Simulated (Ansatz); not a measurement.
The reference is InP in the zinc blende structure (space group F-43m, No. 216; a = 5.878 Å). Axes: x, y, z lie along the cube axes.

Computed with PBEsol (Ansatz, a first-principles code, PAW, without spin-orbit coupling).

Before the change:

```
Property                 Value
-------------  ---------------
Pressure              0.00 GPa
Electron mass  0.046 mₑ (at Γ)
Band gap               0.57 eV
```

Perturbation: a pure shear with ε_xy = ε_yx = 0.0057; the atoms relax in the strained cell.

What happens to the energy relative to the base, pressure, electron mass and band gap?

The energy grows by 0.4 meV/atom; the pressure (mean of the normal stresses, compression positive) remains 0.00 GPa; the electron mass changes from 0.046 mₑ (at Γ) to 0.045 mₑ (at Γ); the band gap falls by 0.04 eV to 0.53 eV.

Effective masses come from finite differences of ±0.01 Å⁻¹. Whether these cells are dynamically stable was not tested.
